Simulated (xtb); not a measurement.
xtb 6.7.1, GFN2-xTB: C[Si](C)(C)c1sc(-c2cccc(-c3sc([Si](C)(C)C)c4c3OCCO4)c2)c2c1OCCO2, 62 atoms. The geometry is a generated start, not checked to be a minimum at this level.

```json
{
 "method": "GFN2-xTB",
 "--acc": "1 (default)",
 "--etemp (K)": "300 (default)",
 "detailed input (--input)": "none: ANC optimiser, Lindh (1995) Hessian, microcycle=20, maxdispl=1.0, hlow=0.01 (default)",
 "basis_functions": "182",
 "valence_electrons": "170"
}
```

The structure is relaxed from this start with --opt LEVEL for the levels crude, sloppy, loose, lax, normal, tight, vtight, extreme, once each. Up to the end of the extreme run atoms move by at most 2.5 Å along an axis.

Q: Which level is enough to come within 20 meV of the tightest end point?

A: lax: 67 cycles against 152, ending 13 meV above.

```json
[
 {"level": "crude", "cycles": "9", "energy above the extreme run (meV)": "170", "gradient norm (eV/Å)": "0.26"},
 {"level": "sloppy", "cycles": "22", "energy above the extreme run (meV)": "100", "gradient norm (eV/Å)": "0.13"},
 {"level": "loose", "cycles": "44", "energy above the extreme run (meV)": "42", "gradient norm (eV/Å)": "0.039"},
 {"level": "lax", "cycles": "67", "energy above the extreme run (meV)": "13", "gradient norm (eV/Å)": "0.098"},
 {"level": "normal", "cycles": "94", "energy above the extreme run (meV)": "3.4", "gradient norm (eV/Å)": "0.012"},
 {"level": "tight", "cycles": "122", "energy above the extreme run (meV)": "0.82", "gradient norm (eV/Å)": "0.0048"},
 {"level": "vtight", "cycles": "152", "energy above the extreme run (meV)": "under 0.01", "gradient norm (eV/Å)": "0.0019"},
 {"level": "extreme", "cycles": "152", "energy above the extreme run (meV)": "—", "gradient norm (eV/Å)": "0.0019"}
]
```
